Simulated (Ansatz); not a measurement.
## Response to strain in InSb

Take InSb in the zinc blende structure (space group F-43m, No. 216; a = 6.5573 Å) as the base. Axes: x, y, z lie along the cube axes.

Strains are applied to the cell and any free atomic positions relax; under biaxial strain the out-of-plane vector relaxes too.

Computed with r2SCAN in Ansatz (plane waves to 500 eV, PAW, spin-orbit coupling left out), earlier PAW set.

Candidates:
(a) biaxial strain +0.70 %, plane normal [110], relaxed out of plane
(b) isotropic strain −1.21 %
(c) strain tensor (xx, yy, zz, yz, xz, xy) = (+0.55, −2.20, +0.12, +1.11, −0.99, −0.14) %

Notes on the quantities. energy relative to the base: free energy F.

Q: Order them by energy relative to the base, lowest first.

A: (a) biaxial strain +0.70 %, plane normal [110], relaxed out of plane (+0.9 meV/atom), (c) strain tensor (xx, yy, zz, yz, xz, xy) = (+0.55, −2.20, +0.12, +1.11, −0.99, −0.14) % (+5.5 meV/atom), (b) isotropic strain −1.21 % (+6.6 meV/atom)

A biaxial case was relaxed in a doubled cell and then solved in the primitive one. Whether these cells are dynamically stable was not tested. All final runs are without spin polarisation.

Ansatz is a first-principles code.
